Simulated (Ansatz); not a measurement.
Effect of isotropic strain −0.62 % on NiCl2

The parent structure is NiCl2 (space group R-3m, No. 166; a = 3.449 Å, c = 17.185 Å (hexagonal axes); ferromagnetic; layered, stacked along the Cartesian z axis).

It is then changed as follows: an isotropic linear strain of −0.62 %; the atoms relax in the strained cell.

Computed with r2SCAN+rVV10 (Ansatz, a program for electronic structure, PAW, no SOC). Settings: 11×11×11 k-points, 0.05 eV Fermi–Dirac smearing.

| quantity | base | changed | shift |
|---|---|---|---|
| volume per atom | 19.67 Å³ | 19.31 Å³ | -0.36 Å³ |
| space group | R-3m (No. 166) | R-3m (No. 166) | – |
| energy relative to the base (free energy F) | 0 meV/atom | +0.8 meV/atom | +0.8 meV/atom |
| pressure (mean of the normal stresses, compression positive) | 0.0 GPa | 0.7 GPa | +0.7 GPa |
| band gap | 2.21 eV | 2.17 eV | -0.04 eV |
| gap character | indirect, T → Γ–S₀ (69 % along) | indirect, T → Γ–S₀ (69 % along) | – |
| smallest direct gap | 2.43 eV | 2.41 eV | -0.02 eV |
| mean gap deformation potential ΔEg/Δln V | – | +2.1 eV | – |
| width of the top valence band | 0.81 eV | 0.86 eV | +0.05 eV |
| magnetic state | ferromagnetic | ferromagnetic | – |
| largest site moment | 1.59 μB | 1.59 μB | 0.00 μB |
| largest internal atomic displacement | – | 0.014 Å | – |

Whether these cells are dynamically stable was not tested. No Hubbard U is applied and the magnetic state is the run's own (NiCl2 ferromagnetic); small cells can't hold the antiferromagnetic order that many such compounds have, so gaps and moments can be off. Where the two band edges lie in opposite spin channels, the gap is a spin-flip gap.
